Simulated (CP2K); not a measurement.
## Short convergence ladders for ZnNi (P4mm, 2 atoms in the cell)

```
ZnNi
1.0
    2.88046     0.00000     0.00000
    0.00000     2.88046     0.00000
    0.00000     0.00000     2.88046
Zn Ni
1 1
Cartesian
  1.44023   1.44023   1.49023
  0.00000   0.00000   0.00000
```

Base method: PBEsol, GPW, DZVP-MOLOPT-SR-GTH basis, GTH-PBE potentials (GTH_POTENTIALS) run with CP2K.

Base settings: CUTOFF = 600 Ry; REL_CUTOFF = 60 Ry; SMEAR/METHOD = GAUSSIAN; SIGMA = 0.1 eV; KPOINTS/SCHEME = MONKHORST-PACK 5 5 5; XC_FUNCTIONAL = PBE:PBESOL; Zn/BASIS_SET = DZVP-MOLOPT-SR-GTH; Zn/POTENTIAL = GTH-PBE-q12; Ni/BASIS_SET = DZVP-MOLOPT-SR-GTH; Ni/POTENTIAL = GTH-PBE-q18.

**Shifted k-point meshes**

Only quantities that move along the ladder and can be compared are tabulated.

```tsv
KPOINTS/SCHEME	free energy less the last step's (meV/atom)	pressure (GPa)	largest difference of a force vector from the last step's (eV/Å)
MONKHORST-PACK 2 2 2	-499.03	-13.02	0.044
MACDONALD 3 3 3 0.1666666667 0.1666666667 0.1666666667	88.01	-1.48	0.009
MONKHORST-PACK 4 4 4	34.11	-3.83	0.002
MACDONALD 5 5 5 0.1 0.1 0.1	-1.04	-4.99	0.008
MONKHORST-PACK 6 6 6	17.67	-4.35	0.007
MACDONALD 7 7 7 0.07142857143 0.07142857143 0.07142857143	-11.05	-4.89	0.005
MONKHORST-PACK 8 8 8	6.42	-4.59	0.005
MONKHORST-PACK 10 10 10	1.70	-4.63	0.003
MACDONALD 11 11 11 0.04545454545 0.04545454545 0.04545454545	0.00	-4.59	0.000
```

Coarsest KPOINTS/SCHEME that holds the free energy within 5 meV/atom of the last step, with all finer ones: MONKHORST-PACK 10 10 10; the step before is off by 6.4 meV/atom.

Coarsest KPOINTS/SCHEME that holds the pressure within 1 GPa of the last step, with all finer ones: MONKHORST-PACK 4 4 4; the step before is off by 3.1 GPa.

**The k-point mesh at a smearing width of 0.3 eV**

In this ladder: SIGMA = 0.3 eV. Moved along: GAMMA_CENTERED.

Only quantities that move along the ladder and can be compared are tabulated.

```tsv
KPOINTS/SCHEME	free energy less the last step's (meV/atom)	pressure (GPa)
MONKHORST-PACK 4 4 4	-0.68	-4.18
MONKHORST-PACK 5 5 5	8.35	-4.32
MONKHORST-PACK 6 6 6	2.52	-4.28
MONKHORST-PACK 7 7 7	3.39	-4.41
MONKHORST-PACK 9 9 9	2.34	-4.44
MONKHORST-PACK 10 10 10	0.00	-4.55
```

State of the free energy at the end of the ladder: still drifting one way, by 3.4 meV/atom over the last two steps, so the last step is no safe reference.

Coarsest KPOINTS/SCHEME that holds the pressure within 0.2 GPa: not settled: the last two steps still differ by 0.12 GPa, over half the tolerance, so the ladder does not show it.

Two neighbours can agree and both be off: MONKHORST-PACK 5 5 5 and MONKHORST-PACK 6 6 6 differ by 0.03 GPa in the pressure, yet lie about 0.27 GPa from the last step.

**The width of Methfessel-Paxton smearing**

In this ladder: SMEAR/METHOD = METHFESSEL_PAXTON; KPOINTS/SCHEME = MONKHORST-PACK 8 8 8; GAMMA_CENTERED = T.

Narrow widths need finer meshes than wide ones, so the last steps can hold mesh noise.

Only quantities that move along the ladder and can be compared are tabulated; pressure and forces are left out, as mesh noise rules them at narrow widths.

| SIGMA | free energy less the last step's (meV/atom) |
|---|---|
| 0.5 eV | -4.65 |
| 0.3 eV | -3.45 |
| 0.2 eV | -1.94 |
| 0.1 eV | -0.41 |
| 0.05 eV | 0.00 |

Widest SIGMA that holds the free energy within 1 meV/atom of the last step, with all finer ones: 0.1 eV; the step before is off by 1.9 meV/atom.

On the base run: the starting cell comes from a database of computed structures (which also holds hypothetical and non-ambient phases and stackings), without a prior relaxation at this level. Its lattice was rescaled by up to half a per cent. One atom was moved a little off its site on purpose. Spin polarisation is off. Values carry the incompleteness of an atom-centred basis. The potentials were made for another functional than the one used. In the base run, with a pressure of about -4 GPa the cell is away from its equilibrium volume at this level. Without a gap this mesh is coarse (it stands for a supercell whose shortest vector is 14 Å).

Left out of this page: 2 runs of the series outside the window shown, repeating another row's setting, or not comparable; 1 run of the series unsound by tests on forces, stress, charge or solver warnings.
